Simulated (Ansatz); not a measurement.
Rh: stress against strain

Rh (fcc, Fm-3m, 13.735 Å³/atom at rest) under an equal strain ε in the (111) plane with the normal axis free, as in a coherent film. r2SCAN in Ansatz, a plane-wave DFT program (PAW, default set), 500 eV, 30×30×30 Γ-centred mesh, Fermi-Dirac smearing 0.10 eV; ions are relaxed within the symmetry of each cell. Stress is positive for a compressed cell.

Here s stands for strain and y for stress xx.

```csv
strain (%),stress xx (GPa)
-2.50,?
-1.25,8.20
-0.83,5.30
-0.42,2.61
0.00,0.00
0.42,-2.48
0.83,-4.77
1.25,-6.99
```

Fit y of the 7 rows that show it with a straight line. Means: s 0, y 0.267. About the means, the sum of products is -29.483 and the sum of squares of s is 4.8556; the slope is their ratio. Least squares gives y = 0.267 - 6.0720·s. Residuals (row less fit): 0.343, -0.007, -0.207, -0.267, -0.197, 0.003, 0.333; standard error 0.276 (degrees of freedom: 5). The slope gives the biaxial elastic modulus of this plane = 607 ± 13 GPa.

Predict the withheld y at s = -2.50 from the fit, and compare with the calculation.

y = 0.267 - 6.0720 × (-2.50) = 15.447 GPa. The calculation gives 17.75 GPa, 2.303 GPa above the prediction (9.3 % of the range of y in the table). The row lies outside the fitted rows, so this is an extrapolation. From the scatter of the fitted rows alone, a prediction at this place has a standard error of 0.431 GPa, so the miss is 5.3 times that.

One order more, fitted to all 13 runs of the series, follows each within 0.05, so the miss is the next term of a smooth law. In a metal these values are sensitive to mesh and smearing; energies are taken to zero smearing, stresses follow the free energy. Rows are the converged runs of the series near zero and its far end; series whose fitted rows scatter by over a few per cent of the range, as at a crossing or softening among them, aren't shown in this form. Most that stay on the fit to the last digits aren't either.
